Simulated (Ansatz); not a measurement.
GeRh (model structure, started from the rocksalt type, Fm-3m, No. 225, 2 atoms in the cell)

All values below come from PBEsol (Ansatz, a program for electronic structure, plane waves, PAW).

Run with plane-wave cutoff 500 eV, 12×12×12 k mesh, Fermi–Dirac smearing 0.05 eV, no spin polarisation, scalar-relativistic PAW data made under PBE.

Cell (relaxed at this level):

```
RhGe
1.0
    0.00000     2.49614     2.49614
    2.49614     0.00000     2.49614
    2.49614     2.49614     0.00000
Ge Rh
1 1
Cartesian
  0.00000   0.00000   0.00000
  2.49614   2.49614   2.49614
```

```
Item      Value
--------  -----
band gap   none
```

Note: the relaxation could raise the start's symmetry but not lower it, so the cell can be a saddle point.

Spin–orbit coupling is not included.

Cost on a shared machine: very roughly 26 core-seconds.

A model structure was made by putting elements into a prototype or built by hand; it is no filed structure, need not be a known phase, and can be a saddle point held by its symmetry.
